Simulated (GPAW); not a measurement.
Input and output of a self-consistent single point for H2 (Cmcm, 4 atoms in the cell) (GPAW).

Method: PBEsol, GPAW PAW datasets PBEsol (made by gpaw-setup) (plane waves; GPAW).

```yaml
crystal:
  lattice:
    - [1.64853, -2.73169, 0.00000]
    - [1.64853, 2.73169, 0.00000]
    - [0.00000, 0.00000, 6.31377]
  atoms:
    - { symbol: H, position: [0.56781, 0.43219, 0.99951] }
    - { symbol: H, position: [0.43219, 0.56781, 0.00049] }
    - { symbol: H, position: [0.43219, 0.56781, 0.49951] }
    - { symbol: H, position: [0.56781, 0.43219, 0.50049] }
```

Reference input (self-consistent single point, DFT PBEsol, plane waves, GPAW PAW datasets PBEsol (made by gpaw-setup)): mode = pw; ecut = 850 eV; xc = PBEsol; kpts = 9 9 4; mesh shift (steps) = 0 0 0; occupations.name = fermi-dirac; occupations.width = 0 eV; nbands = -8; convergence.forces = 0.001 eV/Å; convergence.bands = -6; symmetry.symmorphic = false; symmetry.tolerance = 0.0005. This run's input differs from it in these lines:

```diff
@@ -16,3 +16,3 @@
             xc='PBEsol',
-            kpts={'size': (9, 9, 4), 'gamma': True},
+            kpts=(5, 5, 3),
             occupations=FermiDirac(0.0),
```

The program printed (abridged):

```
     iter     time        total  log10-change:
                         energy   eigst   dens  force
iter:   1 --:--:--   -14.587080   +1.32
iter:   2 --:--:--   -14.478279   -0.04  -0.41
iter:   3 --:--:--   -13.478152   -0.90  -0.44
iter:   4 --:--:--   -13.472018   -3.48  -1.57
iter:   5 --:--:--   -13.472815   -4.04  -1.92
iter:   6 --:--:--   -13.473075c  -3.64  -2.01
iter:   7 --:--:--   -13.473078c  -5.55  -3.18
iter:   8 --:--:--   -13.473073c  -5.74  -3.08
iter:   9 --:--:--   -13.473073c  -7.32  -4.05c
iter:  10 --:--:--   -13.473073c  -9.43c -4.66c
iter:  11 --:--:--   -13.473073c  -8.15c -4.70c -3.62c
Converged after 11 iterations.

Dipole moment: (0.000000, -0.000000, -0.000000) |e|*Ang

Energy contributions relative to reference atoms: (reference = -48.977651)

Kinetic:        +14.041896
Potential:      -17.166562
External:        +0.000000
XC:             -10.357413
Entropy (-ST):   +0.000000
Local:           +0.009006
SIC:             +0.000000
--------------------------
Free energy:    -13.473073
Extrapolated:   -13.473073

Showing only first 2 kpts
 Kpt  Band  Eigenvalues  Occupancy
  0     0    -10.23555    2.00000
  0     1     -9.52912    2.00000
  0     2      0.90689    0.00000
  0     3      4.01943    0.00000

  1     0    -10.07638    2.00000
  1     1     -9.72521    2.00000
  1     2      1.64032    0.00000
  1     3      3.21209    0.00000

Fermi level: -4.02047

Gap: 8.582 eV
Transition (v -> c):
   [... lines left out ...]
Direct gap: 8.710 eV
   [... lines left out ...]
Energy (eV): -13.473073

Forces in eV/Ang:
  0 H     0.00000   -0.65810   -0.00577
  1 H     0.00000    0.65810    0.00577
  2 H     0.00000    0.65810   -0.00577
  3 H     0.00000   -0.65810    0.00577

Stress tensor:
    -0.000810     0.000000     0.000000
     0.000000    -0.017324    -0.000000
     0.000000    -0.000000    -0.001056
Stress (GPa, Voigt): [-0.1298 -2.7755 -0.1692 -0.      0.      0.    ]
```

The run converged in 11 iterations. GPAW prints stress with tension positive. Against the reference run the free energy is nearly the same (within 1 meV/atom), the pressure hardly changes (1.03 to 1.02 GPa), the largest force stays at 0.658 eV/Å and the gap on the mesh goes from 8.325 to 8.582 eV.

The starting cell comes from a database of computed structures (which also holds hypothetical and non-ambient phases and stackings), without a prior relaxation at this level. Another mesh or the band path of this cell gives a smaller gap, so this value is not converged in the mesh.
